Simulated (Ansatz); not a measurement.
We consider antifluorite K2Te, described by LDA in Ansatz (PAW).

Run with plane-wave cutoff 520 eV, 8×8×8 k mesh, Fermi–Dirac smearing 0.01 eV, scalar-relativistic PAW data made under PBE.

Cell (relaxed at this level):

```cif
data_K2Te
_chemical_formula_sum 'K2 Te1'
_space_group_name_H-M_alt 'P 1'
_space_group_IT_number 1
_cell_length_a 5.60432
_cell_length_b 5.60432
_cell_length_c 5.60432
_cell_angle_alpha 60.000
_cell_angle_beta 60.000
_cell_angle_gamma 60.000
loop_
_space_group_symop_operation_xyz
  'x, y, z'
loop_
_atom_site_label
_atom_site_type_symbol
_atom_site_fract_x
_atom_site_fract_y
_atom_site_fract_z
_atom_site_occupancy
K1 K 0.25000 0.25000 0.25000 1
K2 K 0.75000 0.75000 0.75000 1
Te1 Te 0.00000 0.00000 0.00000 1
```

Give the computed bulk modulus, band gap, smallest direct gap on the k points sampled and pressure derivative B′ of the bulk modulus.


bulk modulus: 16.8 GPa
band gap: 2.15 eV
smallest direct gap on the k points sampled: 2.25 eV
pressure derivative B′ of the bulk modulus: 4.5

Note: the relaxation could not lower the start's symmetry, so the cell can be a saddle point above a distorted one; the volume lies 8 % below that of the published cell.

Spin–orbit coupling is not included; with these elements it can move the gap by several tenths of an eV or more.

Computed values are for the static lattice.

Ansatz is a first-principles code.
